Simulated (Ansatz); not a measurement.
Levels about the gap of amorphous B$_{18}$Li$_{24}$O$_{39}$ (81 atoms in a cell of 843 Å³, 1.94 g/cm³; zone centre alone, so wide bands show as single levels with stretches between that a denser mesh fills), at the geometry that PBE relaxed, where it gives 0.0 GPa on a denser mesh. Exact exchange is cut at the faces of this small cell, which leaves a finite-size error. The participation number counts the atoms over which a state spreads; weights are charges in smoothed Voronoi cells. The levels come from a single point, so bond lengths are those of that geometry. Method of the levels: HSE06, scalar-relativistic without spin-orbit coupling (Ansatz, a program for electronic structure). Sampling: the zone centre alone; Fermi-Dirac width 0.02 eV; no spin polarisation. At PBE the levels at the filled edge of the gap are localised (band-tail or defect states), and the nearest spread-out levels lie 5.2 eV apart at the zone centre.

The cell was made by melting and quenching with the CHGNet potential and then relaxed with DFT. O atoms were pushed apart under 1.9 Å during the dynamics, to hinder bonds among them. The hot cell started wider than the set density and was brought back towards it in steps. It is the lowest in DFT energy of 2 quenches. It is a model cell: composition and starting density were chosen by hand, and all elements were melted together. No dispersion term was used. Its density started from a set value of 1.96 and ended at 1.94 g/cm³. The quench (nominally 260 K/ps over its main leg) was far faster than any real one, so the model tends to hold more defects than a real film. Values belong to this one cell and scatter from quench to quench. Volume and shape were free in the relaxation.

```json
[
 {"E - E(highest filled), eV": "-0.53", "filling": "filled", "participation number": "5.9", "largest on": "O, 4 neighbours", "weight O": "0.89", "weight Li": "0.07", "weight B": "0.04"},
 {"E - E(highest filled), eV": "-0.46", "filling": "filled", "participation number": "8.5", "largest on": "O, 5 neighbours", "weight O": "0.90", "weight Li": "0.06", "weight B": "0.03"},
 {"E - E(highest filled), eV": "-0.36", "filling": "filled", "participation number": "12.3", "largest on": "O, 4 neighbours", "weight O": "0.89", "weight Li": "0.08", "weight B": "0.03"},
 {"E - E(highest filled), eV": "-0.28", "filling": "filled", "participation number": "8.9", "largest on": "O, 4 neighbours", "weight O": "0.90", "weight Li": "0.07", "weight B": "0.03"},
 {"E - E(highest filled), eV": "-0.16", "filling": "filled", "participation number": "12.6", "largest on": "O, 4 neighbours", "weight O": "0.90", "weight Li": "0.07", "weight B": "0.02"},
 {"E - E(highest filled), eV": "-0.05", "filling": "filled", "participation number": "9.1", "largest on": "O, 4 neighbours", "weight O": "0.91", "weight Li": "0.06", "weight B": "0.02"},
 {"E - E(highest filled), eV": "0.00", "filling": "filled", "participation number": "5.0", "largest on": "O, 4 neighbours", "weight O": "0.91", "weight Li": "0.07", "weight B": "0.02"},
 {"E - E(highest filled), eV": "6.14", "filling": "empty", "participation number": "57.9", "largest on": "Li, 3 neighbours", "weight O": "0.41", "weight Li": "0.39", "weight B": "0.20"},
 {"E - E(highest filled), eV": "7.14", "filling": "empty", "participation number": "22.4", "largest on": "Li, 3 neighbours", "weight O": "0.38", "weight Li": "0.31", "weight B": "0.31"},
 {"E - E(highest filled), eV": "7.42", "filling": "empty", "participation number": "45.1", "largest on": "B, 3 neighbours", "weight O": "0.37", "weight Li": "0.31", "weight B": "0.31"},
 {"E - E(highest filled), eV": "7.60", "filling": "empty", "participation number": "42.6", "largest on": "B, 3 neighbours", "weight O": "0.39", "weight Li": "0.30", "weight B": "0.31"},
 {"E - E(highest filled), eV": "7.77", "filling": "empty", "participation number": "43.9", "largest on": "B, 3 neighbours", "weight O": "0.39", "weight Li": "0.29", "weight B": "0.32"},
 {"E - E(highest filled), eV": "7.78", "filling": "empty", "participation number": "33.7", "largest on": "B, 3 neighbours", "weight O": "0.38", "weight Li": "0.27", "weight B": "0.35"},
 {"E - E(highest filled), eV": "7.85", "filling": "empty", "participation number": "33.4", "largest on": "B, 3 neighbours", "weight O": "0.39", "weight Li": "0.27", "weight B": "0.34"}
]
```

Most localised among these is the filled level at +0.00 eV, on a O atom, which has 4 neighbours (B 1.36 Å, Li 1.85 Å, Li 2.01 Å, Li 2.32 Å).
